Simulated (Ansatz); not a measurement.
**Pressure series in hypothetical diamond Be**

Start from Be in the diamond structure (space group Fd-3m, No. 227; a hypothetical phase, not in the database extracts checked).

```
Be
1.0
    0.00000     2.43704     2.43704
    2.43704     0.00000     2.43704
    2.43704     2.43704     0.00000
Be
2
Cartesian
  3.65556   3.65556   3.65556
  2.43704   2.43704   2.43704
```

Cell and atoms are relaxed at each pressure.

All numbers come from Ansatz (a program for electronic structure) PBEsol, no SOC.

Notes on the quantities. enthalpy: H = E + PV relative to the base's energy.

```tsv
variant	enthalpy	shortest interatomic distance	density
base	–	2.111 Å	1.03 g/cm³
pressure −2 GPa	-0.18 eV/atom	2.144 Å	0.99 g/cm³
pressure −1 GPa	-0.09 eV/atom	2.127 Å	1.01 g/cm³
pressure 0.3 GPa	+0.03 eV/atom	2.106 Å	1.04 g/cm³
pressure 0.7 GPa	+0.06 eV/atom	2.100 Å	1.05 g/cm³
pressure 1.5 GPa	+0.13 eV/atom	2.089 Å	1.07 g/cm³
pressure 3 GPa	+0.26 eV/atom	2.069 Å	1.10 g/cm³
pressure 5 GPa	+0.43 eV/atom	?	?
pressure 7.5 GPa	+0.63 eV/atom	2.020 Å	1.18 g/cm³
pressure 10 GPa	+0.83 eV/atom	1.997 Å	1.22 g/cm³
```

**Question.** Complete the table.

**Answer.** 
- pressure 5 GPa, shortest interatomic distance: 2.046 Å
- pressure 5 GPa, density: 1.14 g/cm³

Load acts through the strain it causes; cell and atoms are relaxed under it. Stability against distortions was not tested. No other phases were tried under pressure.
